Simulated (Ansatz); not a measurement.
An Ansatz (an electronic-structure program) input (r2SCAN in Ansatz (plane waves to 500 eV, PAW, scalar-relativistic without spin-orbit coupling)):

Ansatz 0.2 input:
```yaml
crystal:
  lattice:
    - [4.9890286177, 0, 0]
    - [-2.4945143088, 4.3206255231, 0]
    - [0, 0, 6.9279153905]
  atoms:
    - { symbol: Ta, position: [0.5, 0, 0] }
    - { symbol: Ta, position: [0.5, 0.5, 0.3333333333] }
    - { symbol: Ta, position: [0, 0.5, 0.6666666667] }
    - { symbol: Al, position: [0.1716245826, 0.3432491653, 0] }
    - { symbol: Al, position: [0.8283754174, 0.1716245826, 0.3333333333] }
    - { symbol: Al, position: [0.6567508347, 0.8283754174, 0.6666666667] }
    - { symbol: Al, position: [0.8283754174, 0.6567508347, 0] }
    - { symbol: Al, position: [0.1716245826, 0.8283754174, 0.3333333333] }
    - { symbol: Al, position: [0.3432491653, 0.1716245826, 0.6666666667] }
basis: { ecutwfc: 500, ecutrho_ratio: 4, xc_grid: 4, fft_grid_basis: typed }
kpoints: { mp_grid: { grid: [11, 11, 7] } }
hamiltonian:
  xc: r2scan
  dispersion: none
  pseudopotentials: { kind: paw }
scf: { occupations: { method: fermi_dirac, width: 0.05 }, convergence: { dr2_threshold: 0.0000000009 } }
output: { forces: true, stress: true }
checkpoint: { write: state.ck, write_every: 1000 }
```

### Question
Which symmetry and how many k-points will the program report, and about how many plane waves at Γ?

### Answer
Space group P6222 (ITA 180) with 12 operations, k-points 64 of 847, and 3763 plane waves at Γ.

Whether these cells are dynamically stable was not tested. All final runs are without spin polarisation. The cell was made from TaSi2 by this change: Si → Al; the result is a hypothetical phase, not in the database extracts checked. TaAl2 has a high density of states at the Fermi level and may be magnetic at this level.
